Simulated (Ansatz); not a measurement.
# TaRu: pressure series

Start from TaRu (space group P4/mmm, No. 123; a = 3.025 Å, c = 3.386 Å).

Cell and atoms are relaxed at each pressure.

Method: PBEsol (Ansatz, a first-principles code; PAW; 420 eV plane waves; no spin-orbit coupling).

Notes on the quantities. enthalpy: H = E + PV relative to the base's energy.

| case | enthalpy | density |
|---|---|---|
| base | – | 15.12 g/cm³ |
| pressure −2 GPa | -0.19 eV/atom | 15.01 g/cm³ |
| pressure −1 GPa | -0.10 eV/atom | 15.06 g/cm³ |
| pressure 0.3 GPa | +0.03 eV/atom | 15.13 g/cm³ |
| pressure 0.7 GPa | +0.07 eV/atom | 15.16 g/cm³ |
| pressure 1.5 GPa | +0.14 eV/atom | 15.20 g/cm³ |
| pressure 3 GPa | +0.29 eV/atom | 15.28 g/cm³ |
| pressure 5 GPa | +0.48 eV/atom | 15.39 g/cm³ |
| pressure 7.5 GPa | +0.72 eV/atom | 15.51 g/cm³ |
| pressure 10 GPa | +0.95 eV/atom | 15.64 g/cm³ |

Load acts through the strain it causes; cell and atoms are relaxed under it. Stability against distortions was not tested. No other phases were tried under pressure. The final runs are not spin-polarised.
